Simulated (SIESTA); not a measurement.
SIESTA run on BiSe₂ (C2/m, 12 atoms in the cell): self-consistent single point.

Method of the run: GGA PBEsol, numerical atomic orbitals TZP, PseudoDojo PBEsol standard norm-conserving potentials (rewritten from UPF to PSML) run with SIESTA 5.4.2.

```xyz
12
Lattice="8.3974 -2.0962 0.0000 8.3974 2.0962 0.0000 -7.4587 0.0000 9.8863" Properties=species:S:1:pos:R:3 pbc="T T T"
Bi    11.0302     0.0000     0.8688
Bi    -1.6941     0.0000     9.0175
Bi     2.0444     0.0000     5.8835
Bi     7.2917     0.0000     4.0029
Se    -6.4204     0.0000     9.3112
Se    15.7565     0.0000     0.5751
Se    11.9839     0.0000     4.4717
Se    -2.6477     0.0000     5.4146
Se     4.7664     0.0000     8.3136
Se     4.5697     0.0000     1.5727
Se     0.9138     0.0000     3.4141
Se     8.4223     0.0000     6.4722
```

Reference input (self-consistent single point, DFT, GGA PBEsol, numerical atomic orbitals TZP, PseudoDojo PBEsol standard norm-conserving potentials (rewritten from UPF to PSML)): XC.functional = GGA; XC.authors = PBEsol; potentials = PseudoDojo PBEsol standard; PAO.BasisSize = TZP; PAO.EnergyShift = 0.01 Ry; MeshCutoff = 300 Ry; kgrid.MonkhorstPack = 5 5 2; OccupationFunction = MP; OccupationMPOrder = 0; ElectronicTemperature = 10 meV; MaxSCFIterations = 150; SCF.Mixer.Method = Pulay. This run's input differs from it in these lines:

```diff
@@ -38,5 +38,5 @@
 %block kgrid.MonkhorstPack
-    5   0   0  0.0
-    0   5   0  0.0
-    0   0   2  0.0
+   16   0   0  0.0
+    0  16   0  0.0
+    0   0   7  0.0
 %endblock kgrid.MonkhorstPack
```

Output, abridged:

```
        iscf     Eharris(eV)        E_KS(eV)     FreeEng(eV)     dDmax    Ef(eV) dHmax(eV)
   scf:    1   -35250.401812   -35239.729893   -35239.729893  0.877952 -2.724618  5.680343
   scf:    2   -35244.287147   -35242.303405   -35242.303405  0.034784 -2.884568  3.208500
   scf:    3   -35243.566473   -35243.144364   -35243.144364  0.032658 -3.121329  0.983652
   scf:    4   -35243.290471   -35243.221792   -35243.221792  0.013635 -3.200842  0.511710
   scf:    5   -35243.267675   -35243.248648   -35243.248648  0.013040 -3.283902  0.072282
   scf:    6   -35243.250237   -35243.249567   -35243.249567  0.001743 -3.288030  0.037021
   scf:    7   -35243.249818   -35243.249741   -35243.249741  0.001170 -3.285814  0.012160
   scf:    8   -35243.249803   -35243.249779   -35243.249779  0.000269 -3.286911  0.007007
   scf:    9   -35243.249795   -35243.249789   -35243.249789  0.000301 -3.285386  0.004902
   scf:   10   -35243.249791   -35243.249790   -35243.249790  0.000118 -3.286073  0.001106
   scf:   11   -35243.249791   -35243.249791   -35243.249791  0.000040 -3.286417  0.000410
SCF Convergence by DM+H criterion
max |DM_out - DM_in|         :     0.0000404347
max |H_out - H_in|      (eV) :     0.0004098018
SCF cycle converged after 11 iterations

Using DM_out to compute the final energy and forces

siesta: E_KS(eV) =           -35243.2498

siesta: E_KS - E_eggbox =    -35243.2498

siesta: Atomic forces (eV/Ang):
     1   -0.230945    0.000000    0.456047
     2    0.230945    0.000000   -0.456047
     3    0.207771   -0.000000    0.573997
     4   -0.207771    0.000000   -0.573997
     5    1.219514    0.000000   -0.865336
     6   -1.219514    0.000000    0.865336
     7   -1.382222   -0.000000   -0.796756
     8    1.382222   -0.000000    0.796756
     9   -0.003115   -0.000000   -0.558749
    10    0.003115    0.000000    0.558749
    11   -0.023543   -0.000000   -0.586551
   [... lines left out ...]
siesta: FreeEng =    -35243.249791
   [... lines left out ...]
siesta:    -0.010287   -0.000000    0.000501
siesta:     0.000000    0.009947    0.000000
siesta:     0.000501   -0.000000   -0.003223

siesta: Cell volume =        348.059120 Ang**3

siesta: Pressure (static):
siesta:                Solid            Molecule  Units
siesta:           0.00001294          0.00066526  Ry/Bohr**3
siesta:           0.00118764          0.06108149  eV/Ang**3
siesta:           1.90281066         97.86332985  kBar
```

The run converged in 11 iterations. Against the reference run the free energy goes down by 2.1 meV/atom, the pressure hardly changes (0.21 to 0.19 GPa), the largest force goes from 1.584 to 1.595 eV/Å and the gap on the mesh goes from 0.781 to 0.678 eV.

The starting cell comes from a database of computed structures (which also holds hypothetical and non-ambient phases and stackings), without a prior relaxation at this level. Spin-orbit coupling is off. Values carry the incompleteness of an atom-centred basis. Forces in this geometry exceed 1 eV/Å.

Cost on one core of a shared machine: roughly 20 min.
